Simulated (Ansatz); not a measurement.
Seebeck coefficient (μV/K, mean over directions) of n-type monolayer WS₂ against carrier density, Ansatz (an electronic-structure program) with HSE06, rigid bands. Computed gap 2.28 eV; densities at which minority carriers matter at this gap, or further valleys turn the trend, are left out. Conductivity mass 0.29 mₑ (harmonic mean over directions), N_c = 6.0e12 cm⁻² at 300 K.

```tsv
electron density	300 K	500 K
1.9e9 cm⁻²	-865	-911
1.9e10 cm⁻²	-667	-712
1.9e11 cm⁻²	-468	-514
5.7e11 cm⁻²	…	-419
1.9e12 cm⁻²	-270	-316
5.7e12 cm⁻²	-177	-222
1.9e13 cm⁻²	-83	…
5.7e13 cm⁻²	…	-65
```

### Question
What belongs in the gaps?

### Answer

- 5.7e11 cm⁻², 300 K: -374
- 1.9e13 cm⁻², 500 K: -124
- 5.7e13 cm⁻², 300 K: -32

Rigid bands with a gap fixed in temperature, one relaxation time for all states, no polarons or phonon drag, and whether or not such doping can be reached. Spin-orbit coupling is left out; with 5d elements it also splits d-like band edges. Geometry: cell and atoms relaxed with PBE.
